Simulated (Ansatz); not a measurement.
NiSi (space group Pnma, No. 62; non-magnetic)

```xyz
8
Lattice="5.1898 0.0000 0.0000 0.0000 3.3503 0.0000 0.0000 0.0000 5.6236" Properties=species:S:1:pos:R:3 pbc="T T T"
Ni     2.6360     0.8376     3.8704
Ni     0.0411     0.8376     4.5649
Ni     2.5539     2.5127     1.7532
Ni     5.1488     2.5127     1.0586
Si     3.5252     0.8376     0.4655
Si     0.9303     0.8376     2.3463
Si     1.6647     2.5127     5.1581
Si     4.2596     2.5127     3.2772
```

Method: PBE, PAW, 420 eV (Ansatz, an electronic-structure program; spin-orbit coupling left out), earlier PAW set. k-mesh 9×14×8 (Γ-centred); smearing 0.05 eV (Fermi–Dirac).

| Item | Result |
|---|---|
| Volume per atom | 12.22 Å³ |
| Density | 5.89 g/cm³ |
| Band gap | zero |
| Total energy | -3238.272 eV/atom (σ→0; compares only within this code and set-up) |

No phonon test of stability was made. Starting moments died away, wholly or in part, for the base; another magnetic solution may exist. The final runs are not spin-polarised.
